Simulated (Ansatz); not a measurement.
## Response to strain in GaN

Base system: GaN in the zinc blende structure (space group F-43m, No. 216).

```xyz
2
Lattice="0.0000 2.2277 2.2277 2.2277 0.0000 2.2277 2.2277 2.2277 0.0000" Properties=species:S:1:pos:R:3 pbc="T T T"
Ga     0.0000     0.0000     0.0000
N      1.1138     1.1138     1.1138
```

Cartesian axes are those of the cell as printed.

Strains are applied to the cell and any free atomic positions relax.

Method: LDA in Ansatz (plane waves to 420 eV, PAW, no spin-orbit coupling).

Notes on the quantities. energy relative to the base: free energy F.

| uniaxial strain ε_zz (%) | energy relative to the base (meV/atom) |
|---|---|
| -3 | 9.1 |
| -2.5 | 6.3 |
| -2 | ? |
| -1.5 | 2.2 |
| -1 | 1.0 |
| -0.5 | 0.2 |
| 0 | 0.0 |

Question: Fit ΔE = Aε² + Bε³ (ε in %) to the rows shown and predict the withheld row.

Answer: Least squares on the printed values gives A = 0.965 and B = -0.016 meV/atom (largest residual 0.0 meV/atom); this predicts 4.0 meV/atom, and the run gives 4.0 meV/atom, in agreement.

Whether these cells are dynamically stable was not tested. This is not the structure that GaN has at room temperature and ambient pressure.

Ansatz is an electronic-structure program.
